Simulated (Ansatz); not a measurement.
The parent structure is CsPbCl3 in the cubic perovskite structure (space group Pm-3m, No. 221).

```
CELL_PARAMETERS angstrom
      5.73561     0.00000     0.00000
      0.00000     5.73561     0.00000
      0.00000     0.00000     5.73561
ATOMIC_POSITIONS crystal
  Cs 0.00000 0.00000 0.00000
  Pb 0.50000 0.50000 0.50000
  Cl 0.50000 0.00000 0.50000
  Cl 0.00000 0.50000 0.50000
  Cl 0.50000 0.50000 0.00000
```

Level of theory: Kohn–Sham DFT with the PBE functional, run in Ansatz (an electronic-structure program) with PAW and 420 eV plane waves, scalar-relativistic without spin-orbit coupling.

For the base:

```
Quantity                                 Result
-------------------  --------------------------
Band gap                                2.21 eV
Lattice parameter a                     5.736 Å
Electron mass        0.12, 0.93, 0.93 mₑ (at R)
```

Modification: cell and atoms relaxed at a pressure of 0.3 GPa.

Problem. How does this affect the band gap, lattice parameter a and electron mass?

Solution. The band gap decreases by 0.05 eV, from 2.21 eV to 2.16 eV; the lattice parameter a decreases by 0.026 Å, from 5.736 Å to 5.710 Å; the electron mass (degenerate bands, along [100]) goes from 0.12, 0.93, 0.93 mₑ (at R) to 0.12, 0.92, 0.92 mₑ (at R).

With Pb present, leaving out spin-orbit coupling can change the band edges. Load acts through the strain it causes; cell and atoms are relaxed under it. Masses are band curvatures over ±0.01 Å⁻¹ around the edge. Whether these cells are dynamically stable was not tested. Many cubic perovskites are stable only at high temperature; tilts and polar distortions were not tested. This is not the structure that CsPbCl3 has at room temperature and ambient pressure.
